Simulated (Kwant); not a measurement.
System: wire with on-site disorder in a CdTe two-dimensional gas. Effective mass 0.096 mₑ, grid spacing 9.4 nm, hard walls, nominal width 150 nm (15 grid rows, so walls 150.4 nm apart), one parabolic valley, scattering region 600 nm long along x; energies count from the band bottom; Fermi energy swept from 8.7044e-05 to 0.002054 eV. On-site energies in the scattering region are random, uniform within ±W/2, W = 0.011 eV, averaged over 12 samples.

Constants are typed, rounded textbook-type inputs, not results; the design itself was drawn at random and stands for no fabricated device.

Kwant, effective-mass tight-binding model on a square grid, one spin, coherent transport at 0 K. Conductance is in e²/h.

How many channels do the leads carry at E = 1.11, 1.37 meV?

The hard-wall thresholds are n² ħ²π²/(2mW²) = n² × 0.173 meV with W = 150.4 nm. √(1.11/0.173) = 2.54, so 2. √(1.37/0.173) = 2.81, so 2.
